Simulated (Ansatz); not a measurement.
The reference is HfO2 (space group P4_2/nmc, No. 137; a = 3.567 Å, c = 5.166 Å).

Level of theory: PBEsol (Ansatz, a program for electronic structure, PAW, no spin-orbit coupling).

For the base:

The smallest direct gap is 4.65 eV.

The change: an isotropic linear strain of +1.49 %, atoms relaxed at fixed cell.

What does the calculation give for the energy relative to the base, largest internal atomic displacement and smallest direct gap after the change?

The energy rises by 13 meV/atom; the largest internal atomic displacement amounts to 0.044 Å; the smallest direct gap shrinks by 0.03 eV, from 4.65 eV to 4.62 eV.

With Hf present, leaving out spin-orbit coupling can change the band edges. Stability against distortions was not tested. This is not the structure that HfO2 has at room temperature and ambient pressure.
